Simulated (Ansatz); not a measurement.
Report: rocksalt SrO (Fm-3m), biaxial stress in the (111) plane

Cell and atoms are relaxed with PBEsol to each stress (compression positive); bands and masses by r2SCAN, rigid bands (plane waves, PAW, scalar-relativistic; Ansatz, a program for electronic structure). Strains are changes of length against the unloaded cell.

```
SrO
1.0
    0.00000     2.56121     2.56121
    2.56121     0.00000     2.56121
    2.56121     2.56121     0.00000
Sr O
1 1
Direct
  0.00000   0.00000   0.00000
  0.50000   0.50000   0.50000
```

```json
[
 {"stress (GPa)": "-7.20", "strain [111] (%)": "-3.15", "strain [1−10] (%)": "4.48", "gap (eV)": "3.675", "mean mₑ*": "0.53"},
 {"stress (GPa)": "-3.60", "strain [111] (%)": "-1.44", "strain [1−10] (%)": "2.07", "gap (eV)": "3.747", "mean mₑ*": "0.52"},
 {"stress (GPa)": "-1.80", "strain [111] (%)": "-0.69", "strain [1−10] (%)": "1.00", "gap (eV)": "3.772", "mean mₑ*": "0.52"},
 {"stress (GPa)": "0", "strain [111] (%)": "0", "strain [1−10] (%)": "0", "gap (eV)": "3.791", "mean mₑ*": "0.51"},
 {"stress (GPa)": "1.80", "strain [111] (%)": "0.65", "strain [1−10] (%)": "-0.95", "gap (eV)": "3.772", "mean mₑ*": "0.51"},
 {"stress (GPa)": "3.60", "strain [111] (%)": "1.26", "strain [1−10] (%)": "-1.84", "gap (eV)": "3.748", "mean mₑ*": "0.51"},
 {"stress (GPa)": "5.40", "strain [111] (%)": "1.84", "strain [1−10] (%)": "-2.70", "gap (eV)": "3.720", "mean mₑ*": "0.51"}
]
```

[111] is the normal of the loaded plane; [11−2] strains as [1−10]. Masses are conductivity masses at 300 K in electron masses, harmonic means over x, y and z.

From the two loads next to zero, find the biaxial modulus and the ratio of out-of-plane to in-plane strain.

Between -1.80 and 1.80 GPa the strain along [1−10] changes by -1.95 % and that along [111] by 1.34 %. The modulus is 3.60/0.0195 = 185 GPa and the ratio of the strains 0.69 (PBEsol, atoms relaxed).

Is the response still linear at the largest tension?

The modulus predicts 3.90 % at -7.20 GPa; the table has 4.48 %, so the crystal is softer there.

How fast does the gap move on either side of zero load?

Under tension, (3.747 − 3.791) eV over -3.60 GPa = 12 meV/GPa, or about -2.1 eV per unit strain; under compression, (3.748 − 3.791) eV over 3.60 GPa = -12 meV/GPa, or about 2.3 eV per unit strain. The two slopes part by 24 meV/GPa; gaps are resolved to about 0.01 eV, which allows 6 meV/GPa, so they differ, even in sign: the gap has a turning point near zero load.

Masses are those of dilute carriers in rigid bands with one relaxation time, without polarons. Third decimals of gaps are kept for the arithmetic. Spin-orbit coupling is left out; it splits the top of the valence band and so changes the gap and its response. Every relaxation keeps the rocksalt phase (space group R-3m under this load), so a transition, a distortion that breaks the symmetry or fracture can't show.
